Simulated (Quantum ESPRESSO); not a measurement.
Input and output of a self-consistent single point for YC2 (I4/mmm, 3 atoms in the cell) (Quantum ESPRESSO).

Method of the run: Wu-Cohen GGA, PSlibrary ultrasoft (PBE) pseudopotentials (plane waves; Quantum ESPRESSO 7.5).

```yaml
crystal:
  lattice:
    - [-1.83685, 1.83685, 3.09306]
    - [1.83685, -1.83685, 3.09306]
    - [1.83685, 1.83685, -3.09306]
  atoms:
    - { symbol: Y, position: [0.00000, 0.00000, 0.00000] }
    - { symbol: C, position: [0.60469, 0.60469, 0.00000] }
    - { symbol: C, position: [0.39531, 0.39531, 0.00000] }
```

Reference input (self-consistent single point, DFT, PBEsol, plane waves, PSlibrary ultrasoft (PBE) pseudopotentials): ecutwfc = 45 Ry; ecutrho = 360 Ry; occupations = smearing; smearing = cold; degauss = 0.0036749 Ry; input_dft = pbesol; potentials = {Y: Y.pbe-spn-rrkjus_psl.1.0.0.UPF, C: C.pbe-n-rrkjus_psl.1.0.0.UPF}; K_POINTS = automatic 10 10 10 0 0 0; conv_thr = 1e-09 Ry; mixing_beta = 0.3. This run's input differs from it in these lines:

```diff
@@ -18,3 +18,3 @@
  degauss = 0.0036749,
- input_dft = 'pbesol',
+ input_dft = 'wc',
 /
```

Log, with long lists cut:

```
     Self-consistent Calculation

     iteration #  1     ecut=    45.00 Ry     beta= 0.30

     total energy              =    -108.22397923 Ry
     estimated scf accuracy    <       0.55958849 Ry

     iteration #  2     ecut=    45.00 Ry     beta= 0.30

     total energy              =    -108.24832079 Ry
     estimated scf accuracy    <       0.06550407 Ry

     iteration #  3     ecut=    45.00 Ry     beta= 0.30

     total energy              =    -108.26232717 Ry
     estimated scf accuracy    <       0.01105959 Ry

   [... 8 blocks of this kind left out ...]

     iteration # 12     ecut=    45.00 Ry     beta= 0.30

     total energy              =    -108.26471172 Ry
     estimated scf accuracy    <          2.4E-09 Ry

     iteration # 13     ecut=    45.00 Ry     beta= 0.30
     End of self-consistent calculation

     Number of k-points >= 100: set verbosity='high' to print the bands.

     the Fermi energy is    10.9328 ev

!    total energy              =    -108.26471172 Ry
     estimated scf accuracy    <          3.6E-10 Ry
     smearing contrib. (-TS)   =      -0.00001111 Ry
     internal energy E=F+TS    =    -108.26470061 Ry

     convergence has been achieved in  13 iterations

     Forces acting on atoms (cartesian axes, Ry/au):

     atom    1 type  1   force =     0.00000000    0.00000000    0.00000000
     atom    2 type  2   force =     0.00000000    0.00000000    0.00852808
     atom    3 type  2   force =     0.00000000    0.00000000   -0.00852808

     Total force =     0.012061     Total SCF correction =     0.000015

          total   stress  (Ry/bohr**3)                   (kbar)     P=      -29.92
  -0.00023718   0.00000000  -0.00000000          -34.89        0.00       -0.00
   0.00000000  -0.00023718  -0.00000000            0.00      -34.89       -0.00
  -0.00000000  -0.00000000  -0.00013574           -0.00       -0.00      -19.97

   JOB DONE.
```

The run converged in 13 iterations. Against the reference run the pressure goes from -3.14 to -2.99 GPa and the largest force goes from 0.297 to 0.219 eV/Å.

The starting cell comes from a database of computed structures (which also holds hypothetical and non-ambient phases and stackings), without a prior relaxation at this level.

Cost on one core of a shared machine: roughly 50 s.
